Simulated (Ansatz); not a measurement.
The reference is CaSnS3 (space group R-3, No. 148; a = 6.6555 Å, c = 18.4090 Å (hexagonal axes); a cell from a computed database, its experimental status unchecked).

The values are results of Kohn–Sham DFT with the PBEsol functional, run in Ansatz (a quantum-chemistry and plane-wave program) with PAW and 420 eV plane waves, without spin-orbit coupling, not measurements.

Before the change:

The gap character comes out as indirect, k = (0, 1/3, 0.167) in the run's primitive reciprocal basis → T and the electron mass comes out as 0.56 mₑ along k, 0.80 mₑ across (at T). The width of the top valence band comes out as 0.22 eV.

The change: cell and atoms relaxed at a pressure of 5 GPa.

### Question
What happens to the gap character?

### Answer
The gap character goes from indirect, k = (0, 1/3, 0.167) in the run's primitive reciprocal basis → T to indirect, k = (0, 0.167, -1/3) in the run's primitive reciprocal basis → T.

### Question
Predict the new electron mass.

### Answer
The electron mass changes from 0.56 mₑ along k, 0.80 mₑ across (at T) to 0.50 mₑ along k, 0.74 mₑ across (at T).

### Question
What happens to the width of the top valence band?

### Answer
The width of the top valence band grows by 0.03 eV (0.22 eV → 0.25 eV).

Load acts through the strain it causes; cell and atoms are relaxed under it. Effective masses come from finite differences of ±0.01 Å⁻¹. Along k means along the line from Γ to the band edge. No phonon test of stability was made. Competing high-pressure phases were not computed.
